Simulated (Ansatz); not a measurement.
The starting structures come from a database of crystals and need not be the phases stable at ambient conditions.

 Where the default PAW files enter, the runs use the earlier of Ansatz's two default sets.

By PBEsol, the system below comes out a metal.

A figure of merit of an interconnect metal is its ballistic conductance per area.

Data:

```yaml
crystal:
  lattice:
    - [2.67636, 0.00000, 0.00000]
    - [0.00000, 4.33992, 0.00000]
    - [1.33818, 0.00000, 2.31780]
  atoms:
    - { symbol: Rh, position: [0.66667, 0.25000, 0.66667] }
    - { symbol: Rh, position: [0.33333, 0.75000, 0.33333] }
```

Space group of this cell: P6_3/mmc, hcp (Mg type). The cell is strained (all lengths scaled by 0.98); by PBEsol its mean pressure is 2.1 GPa.

The current flows along the normal of the first two printed cell vectors, the (100) plane of the conventional cell. No spin-orbit coupling; the value is a mean over 0.1 eV about the Fermi level.

Question: Estimate the ballistic conductance per area that Ansatz (a quantum-chemistry and plane-wave program) with PBEsol returns for this system.

Answer: 1.7 × 10¹⁵ S/m² for both spins.
